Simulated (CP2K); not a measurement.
A self-consistent single point of CrCu3HgSe4 (P-43m, 9 atoms in the cell) with CP2K.

Method: LDA (Pade form), GPW, DZVP-MOLOPT-SR-GTH basis, GTH-PADE potentials (GTH_POTENTIALS) (CP2K).

```yaml
crystal:
  lattice:
    - [5.90222, 0.00000, 0.00000]
    - [0.00000, 5.90222, 0.00000]
    - [0.00000, 0.00000, 5.90222]
  atoms:
    - { symbol: Cr, position: [0.00000, 0.00000, 0.00000], spin: 3.0 }
    - { symbol: Cu, position: [0.00000, 0.50000, 0.00000] }
    - { symbol: Cu, position: [0.50000, 0.00000, 0.00000] }
    - { symbol: Cu, position: [0.00000, 0.00000, 0.50000] }
    - { symbol: Hg, position: [0.50000, 0.50000, 0.50000] }
    - { symbol: Se, position: [0.23379, 0.23379, 0.23379] }
    - { symbol: Se, position: [0.23379, 0.76621, 0.76621] }
    - { symbol: Se, position: [0.76621, 0.76621, 0.23379] }
    - { symbol: Se, position: [0.76621, 0.23379, 0.76621] }
```
(The spins are starting values, not results.)

Reference input (self-consistent single point, DFT LDA (Pade form), GPW, DZVP-MOLOPT-SR-GTH basis, GTH-PADE potentials (GTH_POTENTIALS)): UKS = T; CUTOFF = 600 Ry; REL_CUTOFF = 40 Ry; SMEAR/METHOD = METHFESSEL_PAXTON; SIGMA = 0.136 eV; KPOINTS/SCHEME = MONKHORST-PACK 3 3 3; XC_FUNCTIONAL = PADE; Cr/BASIS_SET = DZVP-MOLOPT-SR-GTH; Cr/POTENTIAL = GTH-PADE-q14; Cu/BASIS_SET = DZVP-MOLOPT-SR-GTH; Cu/POTENTIAL = GTH-PADE-q11; Hg/BASIS_SET = DZVP-MOLOPT-SR-GTH. This run's input differs from it in these lines:

```diff
@@ -42,3 +42,4 @@
     &KPOINTS
-      SCHEME MONKHORST-PACK 3 3 3
+      SCHEME MONKHORST-PACK 2 2 2
+      GAMMA_CENTERED T
     &END KPOINTS
```

The program printed (abridged):

```
 SCF WAVEFUNCTION OPTIMIZATION

  Step     Update method      Time    Convergence         Total energy    Change
     1 NoMix/Diag. 0.30E+00      -     1.10680949      -310.5099273502 -3.11E+02
     2 Broy./Diag. 0.30E+00      -     0.61801394      -319.8754211078 -9.37E+00
     3 Broy./Diag. 0.30E+00      -     0.28636644      -306.8203722362  1.31E+01
     4 Broy./Diag. 0.30E+00      -     0.08973760      -311.8149649028 -4.99E+00
     5 Broy./Diag. 0.30E+00      -     0.10491783      -310.5900850504  1.22E+00
     6 Broy./Diag. 0.30E+00      -     0.04990501      -309.7662142551  8.24E-01
   [... 90 lines left out ...]
    97 Broy./Diag. 0.30E+00      -     0.00003009      -310.2190928014  9.33E-06
    98 Broy./Diag. 0.30E+00      -     0.00000889      -310.2190641882  2.86E-05
    99 Broy./Diag. 0.30E+00      -     0.00001548      -310.2190722775 -8.09E-06
   100 Broy./Diag. 0.30E+00      -     0.00001461      -310.2190492939  2.30E-05
  Leaving inner SCF loop after reaching   100 steps.

  Overlap energy of the core charge distribution:               0.00000002145286
  Self energy of the core charge distribution:               -493.55866426002484
  Core Hamiltonian energy:                                    144.65096345231652
  Hartree energy:                                              85.34055742171890
   [... lines left out ...]
  Fermi energy:                                                 0.14927563787353
  Total energy:                                              -310.21904929393975
   [... lines left out ...]
 *  /   \                                                                      *
 * [ABORT]                                                                     *
 *  \___/     SCF run NOT converged. To continue the calculation regardless,   *
 *    |             please set the keyword IGNORE_CONVERGENCE_FAILURE.         *
 *  O/|                                                                        *
 * /| |                                                                        *
 * / \                                                            qs_scf.F:702 *
 *******************************************************************************

 ===== Routine Calling Stack =====

            4 scf_env_do_scf
            3 qs_energies
            2 qs_forces
            1 CP2K
Abort(1) on node 0 (rank 0 in comm 0): application called MPI_Abort(MPI_COMM_WORLD, 1) - process 0
```

The run ended unconverged after 100 iterations. 

The starting cell comes from a database of computed structures (which also holds hypothetical and non-ambient phases and stackings), without a prior relaxation at this level. Its lattice was rescaled by a random factor within 2.5 % of one. Values carry the incompleteness of an atom-centred basis.

Cost on one core of a shared machine: roughly 9 min.
